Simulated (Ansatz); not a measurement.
The reference is GaN in the wurtzite structure (space group P6_3mc, No. 186; a = 3.183 Å, c = 5.185 Å).

Computed with DFT with PBEsol, PAW potentials and a 420 eV plane-wave cutoff in Ansatz (an electronic-structure program), no SOC.

Base values:

| Quantity | Result |
|---|---|
| Valence-band top at Γ | 0.00, 0.00, -0.04 eV |
| Shortest interatomic distance | 1.946 Å |

Perturbation: a hydrostatic pressure of 9 GPa.

Task: Estimate the effect on the valence-band top at Γ and shortest interatomic distance.

Result: The valence-band top at Γ (three highest levels, from the VBM) goes from 0.00, 0.00, -0.04 eV to 0.00, 0.00, -0.05 eV; the shortest interatomic distance decreases by 0.028 Å (1.946 Å → 1.918 Å).

The levels and masses belong to the bands next to the band gap. Load acts through the strain it causes; cell and atoms are relaxed under it. No phonon test of stability was made. Tetrahedral semiconductors of this kind turn to denser phases somewhere between about 1 and 50 GPa; those were not computed, so compressed cells here can lie past the real transition.
